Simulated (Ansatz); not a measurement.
The starting structures come from a database of crystals and need not be the phases stable at ambient conditions.

The decay constant κ of evanescent states in the gap governs leakage through a thin film.

Input:

```yaml
crystal:
  lattice:
    - [7.00880, 0.00000, 0.00000]
    - [0.00000, 7.14218, 0.00000]
    - [0.00000, 3.57109, 2.06177]
  atoms:
    - { symbol: Li, position: [0.89820, 0.66667, 0.00000] }
    - { symbol: Li, position: [0.39820, 0.33333, 0.00000] }
    - { symbol: B, position: [0.46216, 0.66667, 0.00000] }
    - { symbol: B, position: [0.96216, 0.33333, 0.00000] }
    - { symbol: H, position: [0.63511, 0.66667, 0.00000] }
    - { symbol: H, position: [0.13511, 0.33333, 0.00000] }
    - { symbol: H, position: [0.40319, 0.82728, 0.51815] }
    - { symbol: H, position: [0.90319, 0.17272, 0.00000] }
    - { symbol: H, position: [0.40319, 0.34543, 0.48185] }
    - { symbol: H, position: [0.90319, 0.17272, 0.48185] }
    - { symbol: H, position: [0.40319, 0.82728, 0.00000] }
    - { symbol: H, position: [0.90319, 0.65457, 0.51815] }
```

Space group of this cell: P6_3mc. The cell was relaxed by PBE-D3(BJ); by r2SCAN its mean pressure is 0.5 GPa.

Transport runs along the normal of the first two printed cell vectors, the (110) plane of the conventional cell.

No gap correction and no spin-orbit coupling; mid-gap values are interpolated between computed energies.

Question: State the band gap and the smallest decay constant κ at mid-gap according to r2SCAN run with Ansatz (an electronic-structure program).

Answer: Gap 7.28 eV on a 4×14×14 mesh; κ = 0.442 1/Å, at the zone centre.
